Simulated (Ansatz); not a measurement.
Worked example: self-consistent single point of SbAs (R3m, 2 atoms in the cell) in Ansatz (an electronic-structure program).

Method: LDA (PW92), default PAW files made with PBE (plane waves; Ansatz).

```xyz
2
Lattice="2.0266 1.1701 3.7054 -2.0266 1.1701 3.7054 0.0000 -2.3401 3.7054" Properties=species:S:1:pos:R:3 pbc="T T T"
Sb     0.0000     0.0000     2.5968
As     0.0000     0.0000     8.5695
```

Reference input (self-consistent single point, DFT, LDA (PW92), plane waves, default PAW files made with PBE): basis.ecutwfc = 420 eV; kpoints.mp_grid.grid = 10 10 10; hamiltonian.xc = lda; hamiltonian.pseudopotentials = {kind: paw} (the program's default PAW files); scf.occupations.method = fermi_dirac; scf.occupations.width = 0.1 eV. This run's input differs from it in these lines:

Ansatz 0.2 input:
```diff
@@ -10,3 +10,3 @@
 basis:
-  ecutwfc: 420.0
+  ecutwfc: 230.0
 kpoints:
```

The program printed (abridged):

```
SCF iter   1: F=—  HF=-11105.607825 eV  |F-HF|=—  |Δ(HF+E_count)|=         —  Δρ=2.74e-2  dr2=1.52e-1  ethr=1.77e-3  ⟨swp⟩=5.6  Hψ=9914  notcnv=0
all-band conjugate gradients solve this SCF's bands
preconditioner: auto → Kerker (q_TF=auto, 2.484 Å⁻¹)
SCF iter   2: F=—  HF=-11105.271247 eV  |F-HF|=—  |Δ(HF+E_count)|=   3.37e-1  Δρ=1.24e-2  dr2=3.89e-2  ethr=5.06e-4  ⟨swp⟩=2.0  Hψ=5336  notcnv=0
   [... lines left out ...]
SCF iter   5: F=—  HF=-11105.236813 eV  |F-HF|=—  |Δ(HF+E_count)|=   2.48e-4  Δρ=1.95e-4  dr2=2.63e-5  ethr=1.42e-6  ⟨swp⟩=2.7  Hψ=3937  notcnv=0
SCF iter   6: F=—  HF=-11105.236802 eV  |F-HF|=—  |Δ(HF+E_count)|=   1.10e-5  Δρ=3.74e-5  dr2=1.11e-6  ethr=8.77e-8  ⟨swp⟩=2.1  Hψ=3392  notcnv=0
SCF iter   7: F=—  HF=-11105.236802 eV  |F-HF|=—  |Δ(HF+E_count)|=   1.78e-7  Δρ=1.08e-5  dr2=1.03e-7  ethr=3.71e-9  ⟨swp⟩=2.0  Hψ=2619  notcnv=0
SCF iter   8: F=-11105.236802 eV  HF=-11105.236802 eV  |F-HF|=1.80e-10  |Δ(HF+E_count)|=  4.20e-10  Δρ=2.90e-6  dr2=6.36e-9  ethr=3.33e-10  ⟨swp⟩=4.0  Hψ=5524  notcnv=0
SCF 1 converged in 8 iterations: F = -11105.236802 eV  dr2 = 6.36e-9
Free energy (F): -11105.236802 eV
Internal energy: -11105.226686 eV  (E = F + TS)
E sigma→0 (E₀):  -11105.231744 eV
Entropy (-TS):   -0.010117 eV (-5.058 meV/atom)
Fermi energy:    9.670993 eV
--- Forces (eV/Å), atoms counted from 1 ---
  atom   1  Sb    -0.00000000    -0.00000002    -0.44345905
  atom   2  As     0.00000000     0.00000002     0.44346190
--- Stress (GPa, compression-positive) ---
       -3.446353      -0.000000       0.000000
        0.000000      -3.446353      -0.000000
        0.000000      -0.000000      -5.246846
  P = ⅓ Tr σ = -4.0465 GPa (-40.465 kbar)
  The stress holds the Pulay correction. Without it, at fixed plane waves, as pw.x and ABINIT print it: P = -88.2802 GPa
```

The run converged in 8 iterations. Against the reference run the free energy rises by 2.12 eV/atom, the pressure goes from -3.41 to -4.05 GPa and the largest force goes from 0.207 to 0.443 eV/Å.

The starting cell comes from a database of computed structures (which also holds hypothetical and non-ambient phases and stackings), without a prior relaxation at this level. Its lattice was rescaled by up to half a per cent. One atom was moved a little off its site on purpose. Ansatz's pressure includes its estimate of the finite-basis (Pulay) stress. Without the estimate this run gives -88.28 GPa. The cutoff lies below the one recommended for these files. The run gives no clean gap (levels at the Fermi energy touch, overlap or are partly filled at this smearing), which alone does not show that the compound is a metal.
